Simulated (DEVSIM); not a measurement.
System: Mo/Al2O3/SiO2/p-Si capacitor, at 250 K.

```tsv
layer (left to right)	material	thickness (nm)	Na (cm⁻³)
1	Al2O3	24.0	-
2	SiO2	0.960	-
3	Si	6100	8.8e15
```

Metal gate on the left, work function 4.6 eV. Fixed charge at the semiconductor interface 0 cm⁻² (in units of +e); no interface traps.

The device is made up for the run: typed textbook-type constants, with dimensions and the other settings drawn at random. Values at 300 K; Nc and Nv go as T^1.5, mobilities as T to minus their exponent, the gap by Varshni's rule with the affinity fixed.

```csv
parameter,Al2O3,SiO2,Si
gap (eV),6.8,9,1.124
affinity (eV),1.35,0.9,4.05
permittivity,9,3.9,11.7
Nc (cm⁻³),-,-,2.86e19
Nv (cm⁻³),-,-,3.1e19
Varshni α (eV/K),-,-,0.000473
Varshni β (K),-,-,636
```

Model (solved in DEVSIM): 1D Poisson equation in equilibrium, Boltzmann statistics, complete ionisation; no quantum confinement or tunnelling. Metal contacts follow the ideal Schottky-Mott rule: no Fermi-level pinning, no interface dipoles.

The fixed charge was swept, all else fixed.

```json
[
 {"fixed charge (cm^-2)": "-7.5e11", "threshold voltage (band bending 2φF) (V)": "0.93", "flat-band voltage (V)": "-0.02"},
 {"fixed charge (cm^-2)": "-3.75e11", "threshold voltage (band bending 2φF) (V)": "0.74", "flat-band voltage (V)": "-0.22"},
 {"fixed charge (cm^-2)": "0", "threshold voltage (band bending 2φF) (V)": "0.54", "flat-band voltage (V)": "-0.42"},
 {"fixed charge (cm^-2)": "3.75e11", "threshold voltage (band bending 2φF) (V)": "0.34", "flat-band voltage (V)": "-0.61"},
 {"fixed charge (cm^-2)": "7.5e11", "threshold voltage (band bending 2φF) (V)": "0.14", "flat-band voltage (V)": "-0.81"}
]
```

From the first row to the last the threshold voltage (band bending 2φF) goes from 0.93 to 0.14. From the first row to the last the flat-band voltage goes from -0.02 to -0.81.
